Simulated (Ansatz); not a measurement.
The parent structure is Si in the diamond structure (space group Fd-3m, No. 227; a = 5.444 Å). Axes: x, y, z lie along the cube axes.

Calculations: Ansatz (an electronic-structure program) r2SCAN, no SOC.

Base values:

| Item | Result |
|---|---|
| Smallest direct gap | 2.74 eV |
| Valley order | a point along ⟨100⟩, about 1.0 Å⁻¹ from Γ 0.78 eV; L along ⟨111⟩ 1.84 eV |

Now apply this change: the symmetric strain tensor [0.0054 -0.0010 -0.0155; -0.0010 -0.0099 -0.0034; -0.0155 -0.0034 0.0005]; the atoms relax in the strained cell.

Task: How does this affect the stress?

Result: The stress (xx, yy, zz, yz, xz, xy; compression positive) amounts to (-0.28, 1.26, 0.26, 0.57, 2.49, 0.16) GPa.

Task: What does the calculation give for the smallest direct gap after the change?

Result: The smallest direct gap falls by 0.30 eV to 2.44 eV.

Task: Estimate the effect on the energy relative to the base.

Result: The energy goes up by 6.0 meV/atom.

Task: What happens to the valley order?

Result: The valley order (the lowest conduction-band minima on the path, energy above the VBM, named in the base's zone) changes from a point along ⟨100⟩, about 1.0 Å⁻¹ from Γ 0.78 eV; L along ⟨111⟩ 1.84 eV to a point along [010], about 1.1 Å⁻¹ from Γ 0.47 eV; a point along [001], about 1.0 Å⁻¹ from Γ 0.66 eV; a point along [100], about 1.0 Å⁻¹ from Γ 0.70 eV; L along [111] 1.49 eV.

No phonon test of stability was made.
